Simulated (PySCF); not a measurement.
We consider antifluorite K2S, described by PBE (PySCF, GTH pseudopotentials, Gaussian basis, DZ basis).

The same calculation (at the measured cell, 33.646 Å³/atom) with different numerical settings:

```tsv
run	k mesh	gap on the mesh (eV)	total energy (eV/atom)
1	2×2×2	2.241	-606.2718
2	3×3×3	2.294	-606.2993
3	4×4×4	2.282	-606.3008
```

In the column total energy (eV/atom) the first row differs from the last by +0.0290 and the next to last by +0.0015.

The last row is no converged limit: other settings stay fixed.
